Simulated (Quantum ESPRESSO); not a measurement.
Input and output of a self-consistent single point for CaI₂ (P-3m1, 3 atoms in the cell) (Quantum ESPRESSO).

Method: LDA (PZ), GBRV 1.5 ultrasoft (LDA) pseudopotentials (plane waves; Quantum ESPRESSO 7.5).

```xyz
3
Lattice="4.5290 0.0000 0.0000 -2.2645 3.9222 0.0000 0.0000 0.0000 7.2098" Properties=species:S:1:pos:R:3 pbc="T T T"
Ca     0.0000     0.0000     0.0000
I      0.0000     2.6148     1.7614
I      2.2645     1.3074     5.4485
```

Reference input (self-consistent single point, DFT, PBEsol, plane waves, GBRV 1.5 ultrasoft (PBESOL) pseudopotentials): ecutwfc = 40 Ry; ecutrho = 200 Ry; occupations = fixed; potentials = {Ca: ca_pbesol_v1.uspp.F.UPF, I: i_pbesol_v1.uspp.F.UPF}; K_POINTS = automatic 5 5 3 0 0 0; nbnd = 20; conv_thr = 1e-10 Ry; mixing_beta = 0.7. This run's input differs from it in these lines:

```diff
@@ -21,4 +21,4 @@
 ATOMIC_SPECIES
-Ca    40.0780  ca_pbesol_v1.uspp.F.UPF
-I    126.9045  i_pbesol_v1.uspp.F.UPF
+Ca    40.0780  ca_lda_v1.uspp.F.UPF
+I    126.9045  i_lda_v1.uspp.F.UPF
 CELL_PARAMETERS bohr
```

Log, with long lists cut:

```
     Self-consistent Calculation

     iteration #  1     ecut=    40.00 Ry     beta= 0.70

     Threshold (ethr) on eigenvalues was too large:
     Diagonalizing with lowered threshold

     total energy              =    -204.64478622 Ry
     estimated scf accuracy    <       0.02377361 Ry

     iteration #  2     ecut=    40.00 Ry     beta= 0.70

     total energy              =    -204.64729650 Ry
     estimated scf accuracy    <       0.00895837 Ry

     iteration #  3     ecut=    40.00 Ry     beta= 0.70

     total energy              =    -204.64965127 Ry
     estimated scf accuracy    <       0.00238018 Ry

   [... 3 blocks of this kind left out ...]

     iteration #  7     ecut=    40.00 Ry     beta= 0.70

     total energy              =    -204.65019803 Ry
     estimated scf accuracy    <          8.7E-10 Ry

     iteration #  8     ecut=    40.00 Ry     beta= 0.70
     End of self-consistent calculation

     highest occupied, lowest unoccupied level (ev):     2.0030    5.5370

!    total energy              =    -204.65019803 Ry
     estimated scf accuracy    <          2.4E-11 Ry

     convergence has been achieved in   8 iterations

     Forces acting on atoms (cartesian axes, Ry/au):

     atom    1 type  1   force =     0.00000000    0.00000000    0.00000000
     atom    2 type  2   force =     0.00000000    0.00000000   -0.00980841
     atom    3 type  2   force =     0.00000000    0.00000000    0.00980841

     Total force =     0.013871     Total SCF correction =     0.000000

          total   stress  (Ry/bohr**3)                   (kbar)     P=      -20.78
  -0.00014766   0.00000000   0.00000000          -21.72        0.00        0.00
   0.00000000  -0.00014766   0.00000000            0.00      -21.72        0.00
   0.00000000   0.00000000  -0.00012844            0.00        0.00      -18.89

   JOB DONE.
```

The run converged in 8 iterations. Against the reference run the pressure goes from -0.94 to -2.08 GPa, the largest force goes from 0.144 to 0.252 eV/Å and the gap on the mesh goes from 3.640 to 3.534 eV.

The starting cell comes from a database of computed structures (which also holds hypothetical and non-ambient phases and stackings), without a prior relaxation at this level. Spin-orbit coupling is off.
